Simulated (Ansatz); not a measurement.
Registries of arsenene on arsenene (arsenene a predicted or substrate-bound sheet, here free); energies are over the lowest registry tried, which need not be among these:

A. parallel, shifted by (2/3,1/3); facing atoms over hollows or bridges
B. antiparallel, no shift; facing As atop As
C. parallel, no shift; facing atoms over hollows or bridges

Levels used, each named beside its values: PBE+D3(BJ) (plane waves to 420 eV, PAW; Ansatz, an electronic-structure program); PBE (plane waves to 420 eV, PAW; Ansatz); r2SCAN (plane waves to 500 eV, PAW; Ansatz). Geometries and values that name no level are of the first. Scalar-relativistic, without spin–orbit coupling; PBE gaps are too small against experiment. A dipole correction is on.

### Question
Order them by energy over the lowest registry, lowest first.

### Answer
C (1.6 meV/Å²), A (2.6 meV/Å²), B (11.5 meV/Å²)
